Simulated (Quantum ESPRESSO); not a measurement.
Quick settings and what they miss: SrPt₅ (P6/mmm, 6 atoms in the cell)

Self-consistent single point.

```yaml
crystal:
  lattice:
    - [5.42430, 0.00000, 0.00000]
    - [-2.71215, 4.69758, 0.00000]
    - [0.00000, 0.00000, 4.33821]
  atoms:
    - { symbol: Sr, position: [0.00000, 0.00000, 0.00000] }
    - { symbol: Pt, position: [0.50000, 0.50000, 0.50000] }
    - { symbol: Pt, position: [0.00000, 0.50000, 0.50000] }
    - { symbol: Pt, position: [0.50000, 0.00000, 0.50000] }
    - { symbol: Pt, position: [0.66667, 0.33333, 0.00000] }
    - { symbol: Pt, position: [0.33333, 0.66667, 0.00000] }
```

Method of the run: LDA (PZ), GBRV 1.5 ultrasoft (LDA) pseudopotentials (plane waves; Quantum ESPRESSO 7.5).

Base settings: ecutwfc = 40 Ry; ecutrho = 320 Ry; occupations = smearing; smearing = marzari-vanderbilt; degauss = 0.0036749 Ry; potentials = {Sr: sr_lda_v1.uspp.F.UPF, Pt: pt_lda_v1.4.uspp.F.UPF}; K_POINTS = automatic 5 5 5 0 0 0; conv_thr = 1e-09 Ry; mixing_beta = 0.7.

Tight run (finer mesh or higher cutoff; not a proven limit): ecutwfc: 40 Ry → 56 Ry; ecutrho: 320 Ry → 448 Ry; conv_thr: 1e-09 Ry → 7.3e-11 Ry; K_POINTS: automatic 5 5 5 0 0 0 → automatic 7 7 7 0 0 0. It gave Fermi level (on the code's own zero) 17.14 eV; pressure -5.50 GPa.

Quick runs, as changes from the base:
- A: the base itself
- B: ecutwfc: 40 Ry → 20 Ry; ecutrho: 320 Ry → 160 Ry; smearing: marzari-vanderbilt → methfessel-paxton; degauss: 0.0036749 Ry → 0.019992 Ry; K_POINTS: automatic 5 5 5 0 0 0 → automatic 4 4 4 0 0 0
- C: ecutwfc: 40 Ry → 20 Ry; ecutrho: 320 Ry → 160 Ry; pseudopotentials: {Sr: sr_lda_v1.uspp.F.UPF, Pt: pt_lda_v1.4.uspp.F.UPF} → {Sr: Sr_pbe_v1.uspp.F.UPF, Pt: pt_pbe_v1.4.uspp.F.UPF}; K_POINTS: automatic 5 5 5 0 0 0 → automatic 2 2 2 0 0 0; input_dft: default → pbesol [PBEsol]
- D: ecutwfc: 40 Ry → 28 Ry; ecutrho: 320 Ry → 224 Ry; smearing: marzari-vanderbilt → methfessel-paxton; degauss: 0.0036749 Ry → 0.036749 Ry; K_POINTS: automatic 5 5 5 0 0 0 → automatic 4 4 4 1 1 1
- E: ecutwfc: 40 Ry → 24 Ry; ecutrho: 320 Ry → 192 Ry; pseudopotentials: {Sr: sr_lda_v1.uspp.F.UPF, Pt: pt_lda_v1.4.uspp.F.UPF} → {Sr: Sr_pbe_v1.uspp.F.UPF, Pt: pt_pbe_v1.4.uspp.F.UPF}; K_POINTS: automatic 5 5 5 0 0 0 → automatic 3 3 3 0 0 0; input_dft: default → pbesol [PBEsol]
- F: ecutwfc: 40 Ry → 24 Ry; ecutrho: 320 Ry → 192 Ry; smearing: marzari-vanderbilt → gaussian; degauss: 0.0036749 Ry → 0.0147 Ry; pseudopotentials: {Sr: sr_lda_v1.uspp.F.UPF, Pt: pt_lda_v1.4.uspp.F.UPF} → {Sr: Sr_pbe_v1.uspp.F.UPF, Pt: pt_pbe_v1.4.uspp.F.UPF}; K_POINTS: automatic 5 5 5 0 0 0 → automatic 6 6 6 1 1 1; input_dft: default → pbesol [PBEsol]

Energies are extrapolated to zero smearing width, which holds to low order in the width alone (under cold and Methfessel-Paxton smearing the free energy itself is taken).

Dashes: time of B, C, E, under 30 s; energy of C, E, F, another energy zero.

† marks runs with another functional, U, potentials or spin treatment: their distance from the tight run is not a convergence error alone.

The count of work is k-points × plane waves × bands × iterations; it is no time. Core times come from one kind of shared machine and are given to one figure; runs under 30 s give none.

The starting cell comes from a database of computed structures (which also holds hypothetical and non-ambient phases and stackings), without a prior relaxation at this level. Its lattice was rescaled by a random factor within 2.5 % of one. Spin polarisation is off. In the base run, with a pressure of about -6 GPa the cell is away from its equilibrium volume at this level.

| run | energy less tight (meV/atom) | pressure less tight (GPa) | count of work / tight | core time / tight (rough) |
|---|---|---|---|---|
| A | 27.5 | -0.49 | 0.29 | 0.4 |
| B | 4819.5 | -216.35 | 0.082 | – |
| C† | – | -206.55 | 0.032 | – |
| D | 122.6 | -10.80 | 0.13 | 0.2 |
| E† | – | -54.45 | 0.048 | – |
| F† | – | -54.01 | 0.32 | 0.3 |

Among the runs at the tight run's level, the energy misses run from 27.5 to 4819.5 meV/atom.
